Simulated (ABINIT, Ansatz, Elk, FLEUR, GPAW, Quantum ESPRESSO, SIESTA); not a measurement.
HfC (Fm-3m, 2 atoms in the cell) computed with different codes at matched settings

Self-consistent single point, at a second geometry (lattice scaled by 0.98). First geometry:

```xyz
2
Lattice="0.0000 2.3060 2.3060 2.3060 0.0000 2.3060 2.3060 2.3060 0.0000" Properties=species:S:1:pos:R:3 pbc="T T T"
Hf     0.0000     0.0000     0.0000
C      2.3060     2.3060     2.3060
```

Shared settings, as Ansatz (a program for electronic structure) writes them: kpoints.mp_grid.grid = 10 10 10; scf.occupations.method = fermi_dirac; scf.occupations.width = 0.05 eV. Potentials and cutoffs stand in the table.

```tsv
code	model	ΔF from the first geometry (meV/atom)	cutoff
Quantum ESPRESSO	PBE, PSlibrary ultrasoft (PBE) pseudopotentials	52.8	55 Ry
Elk	PBE, all-electron FP-LAPW, Elk's shipped species files, APW+lo basis with extra local orbitals	70.4	rgkmax 8
ABINIT	PBE, PAW (JTH v2.0 PBE PAW)	67.2	42 Ry
SIESTA	GGA PBE, numerical atomic orbitals DZP, PseudoDojo PBE standard norm-conserving potentials (rewritten from UPF to PSML)	79.5	grid 300 Ry
FLEUR	PBE, all-electron FLAPW (FLEUR), scalar-relativistic valence	66.5	Kmax 4.1 1/bohr
GPAW	PBE, GPAW PAW datasets PBE (gpaw-data 1.0.1)	74.7	900 eV
Ansatz	PBE, PAW files	66.0	420 eV
```

On Ansatz's run: spin-orbit coupling is off.

The spread over the programs that give each value: ΔF from the first geometry within 26.7 meV/atom.

SIESTA uses small atom-centred bases, whose incompleteness enters pressures, forces and empty levels differently from a plane-wave cutoff. Elk and FLEUR treat all electrons, but the usual bases taken here (sphere radii, linearisation, local orbitals, empty states) were not tested for convergence, so the values are no reference for the others. In the pressure, Quantum ESPRESSO (by 3.27) and SIESTA (by 4.26) lie more than 1 GPa from the median of the plane-wave programs.

The starting cell comes from a database of computed structures (which also holds hypothetical and non-ambient phases and stackings), without a prior relaxation at this level. Its lattice was rescaled by a random factor within 2.5 % of one. For this run, on top of that: lattice scaled by 0.98.

Keys are those of Ansatz 0.2.
